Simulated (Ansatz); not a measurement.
The parent structure is HfN in the rock salt structure (space group Fm-3m, No. 225; a = 4.548 Å; relaxed with 0.1 eV smearing).

(Cell as relaxed with PBE.)

Levels (all Ansatz, a program for electronic structure, PAW, earlier PAW set): PBE (420 eV, no spin-orbit coupling); r2SCAN (500 eV, without spin-orbit coupling).

Each level relaxes its own structure.

```json
[
 {"base": "volume per atom", "PBE": "11.76 Å³", "r2SCAN": "11.59 Å³"},
 {"base": "lattice parameter a", "PBE": "4.548 Å", "r2SCAN": "4.526 Å"},
 {"base": "band gap", "PBE": "zero", "r2SCAN": "zero"}
]
```

Perturbation: every lattice vector is stretched by 0.90 %, atoms relaxed at fixed cell.

| quantity | PBE | r2SCAN |
|---|---|---|
| pressure | -6.7 GPa | -7.2 GPa |
| energy relative to the base (free energy F) | +6.8 meV/atom | +7.2 meV/atom |

PBE's pressure lies 0.5 GPa above r2SCAN's; PBE's energy relative to the base lies 0.4 meV/atom below r2SCAN's. Neither level is exact; r2SCAN is the comparison here, not a measurement.

The cells carry an imposed strain or load. No phonon test of stability was made. All final runs are without spin polarisation. An odd electron count without spin: HfN.
